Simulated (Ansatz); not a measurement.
Output of an Ansatz run (abridged):

```
WARN ansatz: RAYON_NUM_THREADS=1 ignored (pool sized by the plan → 1); use --threads N
Pseudopotentials: kind: paw
Pseudopotential: Cd, paw, valence charge 20
Pseudopotential: Se, paw, valence charge 16
Crystal: 2 atoms, lattice volume = 56.196 Å³
Basis set: ecut = 420 eV, 1067 PW (Γ)
Bands: 22, of which v1, the nominal top of the filled ones, is band 18 counted from 1 (17 counted from 0)
Symmetry: 6 space group operations
Space group: R3m (ITA 160), of the structure as read, at distance tolerance 3.8e-5 Å
k-points: 44 of 343 (time reversal used)
PAW frozen core: Cd, regenerated for the run's functional, and the local potential with it
PAW frozen core: Se, regenerated for the run's functional, and the local potential with it
Initial density: superposition of atomic densities (neutral atoms: chi_scale 0, normalization atom), corrected by the library's trained network
Initial wavefunctions: pseudopotential atomic-orbital guess
Eigensolver: davidson
Functional: x = slater, c = lda
SCF iter   1: F=—  HF=-13502.224011 eV  |F-HF|=—  |Δ(HF+E_count)|=         —  Δρ=7.16e-3  dr2=2.28e-2  ethr=1.77e-3  ⟨swp⟩=5.9  Hψ=4230  notcnv=0
all-band conjugate gradients solve this SCF's bands
preconditioner: auto → none
SCF iter   2: F=—  HF=-13502.217296 eV  |F-HF|=—  |Δ(HF+E_count)|=   6.71e-3  Δρ=2.47e-3  dr2=1.51e-3  ethr=6.33e-5  ⟨swp⟩=2.0  Hψ=1848  notcnv=0
SCF iter   3: F=—  HF=-13502.216991 eV  |F-HF|=—  |Δ(HF+E_count)|=   3.05e-4  Δρ=1.14e-3  dr2=3.18e-4  ethr=4.21e-6  ⟨swp⟩=2.0  Hψ=1496  notcnv=0
SCF iter   4: F=—  HF=-13502.216951 eV  |F-HF|=—  |Δ(HF+E_count)|=   3.97e-5  Δρ=2.58e-4  dr2=4.66e-5  ethr=8.85e-7  ⟨swp⟩=2.0  Hψ=1329  notcnv=0
SCF iter   5: F=—  HF=-13502.216941 eV  |F-HF|=—  |Δ(HF+E_count)|=   1.06e-5  Δρ=2.51e-5  dr2=2.77e-7  ethr=1.30e-7  ⟨swp⟩=2.0  Hψ=1331  notcnv=0
SCF iter   6: F=-13502.216941 eV  HF=-13502.216941 eV  |F-HF|=2.67e-9  |Δ(HF+E_count)|=   3.09e-8  Δρ=6.23e-6  dr2=1.55e-8  ethr=2.78e-10  ⟨swp⟩=5.0  Hψ=4084  notcnv=0
SCF 1 converged in 6 iterations: F = -13502.216941 eV  dr2 = 1.55e-8
SCF converged after 6 iterations
Free energy (F): -13502.216941 eV
Harris-Foulkes:  -13502.216941 eV  (|F-HF|=2.67e-9)
Internal energy: -13502.216941 eV  (E = F + TS)
E sigma→0 (E₀):  -13502.216941 eV
Fermi energy:    7.351480 eV
--- Per-component energies (eV) ---
  E_band       = -902.810543
  E_kinetic    = 624.290264
  E_local      = -6386.972420  (includes V_loc(G=0)·N_el)
  E_nonlocal   = -548.291765
  E_hartree    = 3027.901681
  E_xc         = -278.863591
  E_vxc        = -319.578252  (∫ρ·V_xc dr)
  E_paw        = -5774.496095  (= ΣΔE_a)
  E_vpaw       = -328.065471  (= ΣTr[D̂ρ^β])
  E_aug_tail   = -0.000604  (compensation charges beyond the density's cutoff)
  E_ewald      = -4168.768341
  E_core_change = 2.983931  (= ΣΔE_core)
  E_smearing   = -0.000000  (= −TS)
  E_closure    = -0.000000  (closes the sum)
  Σ components = -13502.216941   (vs F -13502.216941, Δ=0.00e0)
--- Forces (eV/Å), atoms counted from 1 ---
  atom   1  Cd    -0.14677556    -0.14677556    -0.14677556
  atom   2  Se     0.14677845     0.14677845     0.14677845
  max |Σ_I F_I| component: 2.89e-6 eV/Å
--- Stress (GPa, compression-positive) ---
       -1.864716       0.494554       0.494554
        0.494554      -1.864716       0.494554
        0.494554       0.494554      -1.864716
  P = ⅓ Tr σ = -1.8647 GPa (-18.647 kbar)
  The stress holds the Pulay correction. Without it, at fixed plane waves, as pw.x and ABINIT print it: P = -1.8887 GPa
--- Band table (eV; the first three rows and the last of 44) ---
  k-point 0: bands = ["-94.2520", "-55.4000", "-55.3984", "-55.3984", "-39.7234", "-39.7187", "-39.7187", "-39.7117", "-39.7117", "-5.5121", "-0.8000", "-0.7492", "-0.7492", "-0.3855", "-0.3855", "7.1306", "7.1887", "7.1887", "7.5073", "12.9645", [...]
  k-point 1: bands = ["-94.2520", "-55.4000", "-55.3985", "-55.3984", "-39.7234", "-39.7187", "-39.7187", "-39.7117", "-39.7117", "-5.4421", "-0.7752", "-0.7300", "-0.6893", "-0.3868", "-0.3855", "5.6780", "6.9711", "7.0374", "8.7180", "12.7037", [...]
  k-point 2: bands = ["-94.2520", "-55.4000", "-55.3986", "-55.3984", "-39.7234", "-39.7187", "-39.7187", "-39.7117", "-39.7117", "-5.2823", "-0.7261", "-0.6941", "-0.4779", "-0.3817", "-0.3766", "4.0597", "6.6324", "6.7319", "9.3143", "13.1586", [...]
  k-point 43: bands = ["-94.2520", "-55.4003", "-55.3985", "-55.3985", "-39.7235", "-39.7187", "-39.7187", "-39.7117", "-39.7117", "-5.0946", "-0.6312", "-0.6137", "-0.3888", "-0.3726", "-0.0716", "2.7318", "5.6280", "6.2369", "10.2407", "12.8574", [...]
```

The structure:

```
CELL_PARAMETERS angstrom
      0.00000     3.04013     3.04013
      3.04013     0.00000     3.04013
      3.04013     3.04013     0.00000
ATOMIC_POSITIONS crystal
  Cd 0.00475 0.00475 0.00475
  Se 0.25000 0.25000 0.25000
```

Task: Reconstruct the input of this run.

Result: Other spellings and defaults could give the same log, and not every line can be read from it. The input that was run (DFT, LDA (PW92), plane waves, default PAW files made with PBE):

Ansatz 0.2 input:
```yaml
crystal:
  lattice:
    - [0.00000000, 3.04012500, 3.04012500]
    - [3.04012500, 0.00000000, 3.04012500]
    - [3.04012500, 3.04012500, 0.00000000]
  atoms:
    - { symbol: Cd, position: [0.00474800, 0.00474800, 0.00474800] }
    - { symbol: Se, position: [0.25000000, 0.25000000, 0.25000000] }
basis:
  ecutwfc: 420.0 eV
kpoints:
  mp_grid:
    grid: [7, 7, 7]
hamiltonian:
  xc: lda
  pseudopotentials:
    kind: paw
scf:
  occupations:
    method: fermi_dirac
    width: 0.01 eV
output:
  forces: true
  eigenvalues: true
  stress: true
```

The starting cell has typed, rounded lattice constants, without a prior relaxation at this level. Its lattice was rescaled by up to half a per cent. One atom was moved a little off its site on purpose. Ansatz's pressure includes its estimate of the finite-basis (Pulay) stress. Another mesh or the band path of this cell gives a smaller gap, so this value is not converged in the mesh.

Ansatz is a program for electronic structure.
